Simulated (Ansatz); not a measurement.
# SiSn (model structure, within 0.1 Å of Fm-3m, No. 225, 6 atoms in the cell)

Calculation: PBEsol (Ansatz, an electronic-structure program, PAW).

Run with plane-wave cutoff 500 eV, 12×12×4 k mesh (along the axes of the cell as run), Fermi–Dirac smearing 0.05 eV, scalar-relativistic PAW data made under PBE.

Cell (relaxed at this level):

```yaml
crystal:
  lattice:
    - [3.94264, 0.00000, 0.00000]
    - [-1.97132, 3.41443, 0.00000]
    - [0.00000, 0.00000, 9.66967]
  atoms:
    - { symbol: Sn, position: [0.66668, 0.00000, 0.66667] }
    - { symbol: Sn, position: [0.00000, 0.66668, 0.33333] }
    - { symbol: Sn, position: [0.33332, 0.33332, 0.00000] }
    - { symbol: Si, position: [0.66666, 0.00000, 0.16667] }
    - { symbol: Si, position: [0.00000, 0.66666, 0.83333] }
    - { symbol: Si, position: [0.33334, 0.33334, 0.50000] }
```

| Property | Value |
|---|---|
| band gap | none |

Spin–orbit coupling is not included.

A model structure was made by putting elements into a prototype or built by hand; it is no filed structure, need not be a known phase, and can be a saddle point held by its symmetry.
